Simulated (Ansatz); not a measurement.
The starting structures come from a database of crystals and need not be the phases stable at ambient conditions.

 Where the default PAW files enter, the runs use the earlier of Ansatz's two default sets.

Tunnelling through a barrier is set by its complex band structure: the current falls as exp(−2κd) with the smallest κ.

Given:

```
CELL_PARAMETERS angstrom
      4.83262     0.00000     0.00000
      0.00000     7.65129     0.00000
      0.00000     0.00000     4.83262
ATOMIC_POSITIONS crystal
  Te 0.02773 0.50000 0.97227
  Te 0.52773 0.25000 0.52773
  Te 0.97227 0.00000 0.02773
  Te 0.47227 0.75000 0.47227
  O  0.13926 0.68488 0.73979
  O  0.76021 0.43488 0.63926
  O  0.86074 0.18488 0.26021
  O  0.23979 0.93488 0.36074
  O  0.36074 0.56512 0.23979
  O  0.73979 0.81512 0.13926
  O  0.63926 0.06512 0.76021
  O  0.26021 0.31512 0.86074
```

Space group of this cell: P4_12_12. The cell is taken as given; by LDA its mean pressure is -2.3 GPa.

Transport runs along the normal of the first two printed cell vectors, the (100) plane of the conventional cell.

No gap correction and no spin-orbit coupling; mid-gap values are interpolated between computed energies.

Estimate the band gap and the smallest decay constant κ at mid-gap that LDA (Ansatz, a program for electronic structure) returns for this system.

Gap 3.04 eV on a 6×4×6 mesh; κ = 0.389 1/Å, at (0.333, 0.000) of the in-plane reciprocal vectors. At the zone centre, at the nearest computed energy, the slowest state has κ = 0.41 1/Å.
